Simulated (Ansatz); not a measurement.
Base system: HgS in the zinc blende structure (space group F-43m, No. 216; a = 5.876 Å).

The other end (x = 1) is HgO in the zinc blende structure (space group F-43m, No. 216; a hypothetical phase, not in the database extracts checked): 17.54 Å³/atom, gap zero; this end may not be an ambient phase.

All numbers come from PBEsol (Ansatz, a program for electronic structure; PAW; 420 eV plane waves; scalar-relativistic without spin-orbit coupling), earlier PAW set.

O replaces a fraction x of S; each row is one arrangement (x, atoms in the cell, starting space group or random), fully relaxed.

One change was made to it. Results:

| quantity | base | after |
|---|---|---|
| volume per atom | 25.36 Å³ | 20.84 Å³ |
| band gap | zero | zero |
| mean first-shell distances | – | S–Hg 2.526 Å (end compound 2.544 Å), O–Hg 2.274 Å (end compound 2.250 Å) |
| mixing energy (to 0.01 eV only: unlike meshes or grids) (against an end that may be hypothetical) | – | +0.02 eV/atom |

Question: Which change produced these results?
(A) x(O) = 0.5, 8 atoms, P-4m2
(B) x(O) = 0.5, 8 atoms, I-42d
(C) x(O) = 0.25, 8 atoms, Pmm2
(D) x(O) = 0.667, 6 atoms, I-4m2

Answer: A, x(O) = 0.5, 8 atoms, P-4m2. For comparison, the mean first-shell distances in the other runs: x(O) = 0.25, 8 atoms, Pmm2 gives S–Hg 2.534 Å (end compound 2.544 Å), O–Hg 2.288 Å (end compound 2.250 Å); x(O) = 0.667, 6 atoms, I-4m2 gives S–Hg 2.512 Å (end compound 2.544 Å), O–Hg 2.268 Å (end compound 2.250 Å); x(O) = 0.5, 8 atoms, I-42d gives S–Hg 2.530 Å (end compound 2.544 Å), O–Hg 2.264 Å (end compound 2.250 Å).

Each cell is one ordered arrangement of few atoms, which overstates ordering effects compared with a random alloy. Spin-orbit coupling, missing from the scalar runs, can matter with Hg. No phonon test of stability was made. All final runs are without spin polarisation. Gaps under 0.05 eV, about the width of the smearing, are given as zero. A zero or small gap of Hg2SO, HgS, HgO and Hg4S3O can be the functional's error rather than a property of the material.
